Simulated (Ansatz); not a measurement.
# BP: element substitutions

Consider BP in the zinc blende structure (space group F-43m, No. 216; a = 4.548 Å).

Each row replaces one element on all its sites; cell and atoms are relaxed.

Method: PBE in Ansatz (plane waves to 420 eV, PAW, no spin-orbit coupling), earlier PAW set.

```
change     density  band gap  shortest interatomic distance
------  ----------  --------  -----------------------------
base    2.95 g/cm³   1.25 eV                       196.9 pm
B → In  4.57 g/cm³   0.44 eV                       258.1 pm
B → Ag  5.17 g/cm³      zero                       243.8 pm
B → Hg  7.53 g/cm³      zero                       255.1 pm
```

Whether these cells are dynamically stable was not tested. As relaxed here, AgP and HgP are hypothetical phases, not in the database extracts checked. All final runs are without spin polarisation. An odd electron count without spin: HgP.

Ansatz is a first-principles code.
